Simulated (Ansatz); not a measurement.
Response to strain in Zr

Base system: Zr in the hcp (Mg type) structure (space group P6_3/mmc, No. 194; a = 3.182 Å, c = 5.124 Å; relaxed with 0.1 eV smearing). Axes: x lies along a and z along c of the hexagonal cell.

Strains are applied to the cell and any free atomic positions relax; under biaxial strain the out-of-plane vector relaxes too.

All numbers come from Ansatz (a first-principles code) PBEsol, scalar-relativistic without spin-orbit coupling.

Notes on the quantities. pressure: mean of the normal stresses, compression positive.

```tsv
variant	pressure	volume per atom
base	0.0 GPa	22.47 Å³
biaxial strain −3.00 %, plane normal [001], relaxed out of plane	2.8 GPa	21.77 Å³
biaxial strain −2.50 %, plane normal [001], relaxed out of plane	2.4 GPa	21.87 Å³
biaxial strain −2.00 %, plane normal [001], relaxed out of plane	2.0 GPa	21.98 Å³
biaxial strain −1.00 %, plane normal [001], relaxed out of plane	1.0 GPa	22.22 Å³
biaxial strain −0.50 %, plane normal [001], relaxed out of plane	0.5 GPa	22.34 Å³
biaxial strain +0.50 %, plane normal [001], relaxed out of plane	-0.5 GPa	22.60 Å³
biaxial strain +1.50 %, plane normal [001], relaxed out of plane	___	___
biaxial strain +2.50 %, plane normal [001], relaxed out of plane	-2.5 GPa	23.14 Å³
biaxial strain +3.00 %, plane normal [001], relaxed out of plane	-2.9 GPa	23.27 Å³
```

Q: What belongs in the blanks?

A: 
- biaxial strain +1.50 %, plane normal [001], relaxed out of plane, pressure: -1.5 GPa
- biaxial strain +1.50 %, plane normal [001], relaxed out of plane, volume per atom: 22.87 Å³

No phonon test of stability was made. The final runs are not spin-polarised.
